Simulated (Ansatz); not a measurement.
Consider PbO (space group P4/nmm, No. 129; a = 3.970 Å, c = 4.705 Å). Axes: x, y, z lie along a, b, c of the conventional cell.

The values are results of PBEsol-D3(BJ), PAW, 420 eV (Ansatz, an electronic-structure program; without spin-orbit coupling), not measurements.

Base values:

| Item | Value |
|---|---|
| Shortest interatomic distance | 2.309 Å |
| Smallest direct gap | 1.97 eV |

Perturbation: compressive biaxial strain of 1.80 % in the plane normal to [001], as in epitaxy on a mismatched substrate; the out-of-plane cell vector and the atoms relax.

Task: Estimate the effect on the ratio −ε⊥/ε∥, shortest interatomic distance, smallest direct gap and in-plane stress.

Result: The ratio −ε⊥/ε∥ comes out as 1.55; the shortest interatomic distance decreases by 0.016 Å, from 2.309 Å to 2.293 Å; the smallest direct gap shrinks by 0.074 eV, from 1.97 eV to 1.89 eV; the mean in-plane stress (compression positive) amounts to +2.4 GPa.

With Pb present, leaving out spin-orbit coupling can change the band edges. Whether these cells are dynamically stable was not tested.
